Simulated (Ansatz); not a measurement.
Levels about the gap of amorphous Si₂₄O₄₈La (73 atoms in a cell of 1110 Å³, 2.37 g/cm³; zone centre alone, so wide bands show as single levels with stretches between that a denser mesh fills), at the geometry that PBE relaxed, where it gives 1.0 GPa on a denser mesh. Exact exchange is cut at the faces of this small cell, which leaves a finite-size error. The participation number counts the atoms over which a state spreads; weights are charges in smoothed Voronoi cells. The levels come from a single point, so bond lengths are those of that geometry. Method of the levels: HSE06, scalar-relativistic without spin-orbit coupling (Ansatz, a quantum-chemistry and plane-wave program). Sampling: the zone centre alone; Fermi-Dirac width 0.01 eV; collinear spin, started from moments on atoms (at the end a net moment of 1.0 μB). The usual formal charges leave 3 electrons over, so the level spacing at the Fermi energy parts defect or band states and needn't be the band gap. In the spin-polarised cell the level spacing at the Fermi energy can part levels of unlike spin. At PBE the levels at both edges of the gap are localised (band-tail or defect states), and the nearest spread-out levels lie 5.7 eV apart at the zone centre. With spare charge at the zone centre alone, a hybrid can open a spacing that a denser mesh would close.

It comes from a melt-quench run on a machine-learned potential (CHGNet), relaxed afterwards by DFT. O atoms were pushed apart under 1.9 Å during the dynamics, to hinder bonds among them. The hot cell started wider than the set density and was brought back towards it in steps. It is the lowest in DFT energy of 2 quenches. It is a model cell: composition and starting density were chosen by hand, and all elements were melted together. No dispersion term was used. Its density started from a set value of 2.37 and ended at 2.37 g/cm³. The quench (nominally 480 K/ps over its main leg) was far faster than any real one, so the model tends to hold more defects than a real film. One small periodic cell is one sample of the glass; other quenches scatter about these values. The volume was held where the preparation left it and the shape relaxed, at a PBE pressure of 1.0 GPa. Stress components on the final sampling reach 1.0 GPa.

| E - E(highest filled), eV | filling | spin | participation number | largest on | weight O | weight Si | weight La |
|---|---|---|---|---|---|---|---|
| -2.76 | filled | up | 2.7 | O, 2 neighbours | 0.94 | 0.06 | 0.00 |
| -2.76 | filled | dn | 2.7 | O, 2 neighbours | 0.94 | 0.06 | 0.00 |
| -2.47 | filled | up | 3.3 | O, 2 neighbours | 0.95 | 0.04 | 0.01 |
| -2.47 | filled | dn | 3.3 | O, 2 neighbours | 0.96 | 0.04 | 0.01 |
| -0.24 | filled | up | 3.8 | Si, 3 neighbours | 0.42 | 0.57 | 0.01 |
| -0.02 | filled | dn | 2.8 | Si, 3 neighbours | 0.32 | 0.60 | 0.09 |
| 0.00 | filled | up | 3.4 | Si, 3 neighbours | 0.32 | 0.60 | 0.08 |
| 2.96 | empty | dn | 4.8 | Si, 3 neighbours | 0.49 | 0.50 | 0.00 |
| 3.85 | empty | up | 30.8 | La, 6 neighbours | 0.65 | 0.22 | 0.13 |
| 3.97 | empty | dn | 19.2 | La, 6 neighbours | 0.56 | 0.26 | 0.18 |
| 4.34 | empty | up | 3.6 | La, 6 neighbours | 0.35 | 0.14 | 0.51 |
| 4.34 | empty | dn | 3.6 | La, 6 neighbours | 0.34 | 0.15 | 0.51 |
| 4.53 | empty | up | 4.5 | La, 6 neighbours | 0.38 | 0.16 | 0.46 |
| 4.57 | empty | dn | 5.4 | La, 6 neighbours | 0.40 | 0.18 | 0.42 |

Most localised among these is the filled level at -2.76 eV, on a O atom, which has 2 neighbours (Si 1.65 Å, Si 1.75 Å).
